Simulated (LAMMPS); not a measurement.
Consider Cu (fcc), 256 atoms, at 1630 K and 0 GPa, heated as the crystal in molecular dynamics.

Method: classical MD, pair style bop, file AlCu.bop.table (LAMMPS).

```csv
angle (°),"probability per degree, Cu-Cu-Cu"
31.50,0.0000
34.50,0.0002
37.50,0.0009
40.50,0.0027
43.50,0.0062
46.50,0.0096
49.50,0.0125
52.50,0.0137
55.50,0.0134
58.50,0.0125
61.50,0.0111
64.50,0.0096
67.50,0.0085
70.50,0.0074
73.50,0.0069
76.50,0.0068
79.50,0.0068
82.50,0.0072
85.50,0.0076
88.50,0.0081
91.50,0.0086
94.50,0.0091
97.50,0.0097
100.5,0.0099
103.5,0.0099
106.5,0.0100
109.5,0.0096
112.5,0.0092
115.5,0.0090
118.5,0.0084
121.5,0.0081
124.5,0.0077
127.5,0.0073
130.5,0.0069
133.5,0.0065
136.5,0.0061
139.5,0.0059
142.5,0.0055
145.5,0.0052
148.5,0.0048
151.5,0.0044
154.5,0.0041
157.5,0.0036
160.5,0.0032
163.5,0.0028
166.5,0.0022
169.5,0.0018
172.5,0.0013
175.5,0.0007
178.5,0.0002
```

Read from the full data:
- state found: liquid
- most common Cu-Cu-Cu angle: at the 3° bin centred on 55.5°, after smoothing over three bins (mean of all 96°)

Caution: enthalpy drifts during the constant-pressure average: a transition or slow ageing; fluctuation values are void. Caution: a run this short can hold a crystal over, or a liquid under, the potential's own melting point, which these runs don't give.
